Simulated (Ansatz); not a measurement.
**CdS: band gap against strain**

CdS (zinc blende, F-43m, 25.382 Å³/atom at rest, cube axes along x, y and z) under an equal strain ε along all three axes. r2SCAN in Ansatz, a plane-wave DFT program (PAW, default set), 500 eV, 10×10×10 Γ-centred mesh, Fermi-Dirac smearing 0.05 eV; ions are relaxed within the symmetry of each cell. Gaps are the smallest over the k-mesh and a band path, without spin-orbit coupling; in all rows the valence edge lies at Γ and the conduction edge at Γ.

Here s stands for strain and Eg for gap.

| strain (%) | gap (eV) |
|---|---|
| -3.00 | ? |
| -1.50 | 1.646 |
| -1.00 | 1.612 |
| -0.50 | 1.578 |
| 0.00 | 1.544 |
| 0.50 | 1.509 |
| 1.00 | 1.474 |
| 1.50 | 1.439 |

Question: Fit Eg against s with a straight line, and predict the withheld value at s = -3.00.

Answer: Means: s 0, Eg 1.5431. About the means, the sum of products is -0.48300 and the sum of squares of s is 7.0000; the slope is their ratio. Least squares gives Eg = 1.5431 - 0.06900·s. Residuals (row less fit): -0.0006, -0.0001, 0.0004, 0.0009, 0.0004, -0.0001, -0.0006; standard error 0.0006 (degrees of freedom: 5). Over these rows the gap moves by -6.9 ± 0.02 eV per unit strain, or -2.3 eV per unit of ln V. At the withheld row, Eg = 1.5431 - 0.06900 × (-3.0) = 1.7501 eV. The calculation gives 1.746 eV, 0.0041 eV below the prediction (1.3 % of the range of Eg in the table). The row lies outside the fitted rows, so this is an extrapolation. From the scatter of the fitted rows alone, a prediction at this place has a standard error of 0.0010 eV, so the miss is 4.1 times that.

One order more, fitted to all 13 runs of the series, follows each within 0.001, so the miss is the next term of a smooth law. Other structures, which can take over under pressure, weren't tried. CdS is here a metastable form; wurtzite is the usual one. Rows are the converged runs of the series near zero and its far end; series whose fitted rows scatter by over a few per cent of the range, as at a crossing or softening among them, aren't shown in this form. Most that stay on the fit to the last digits aren't either.
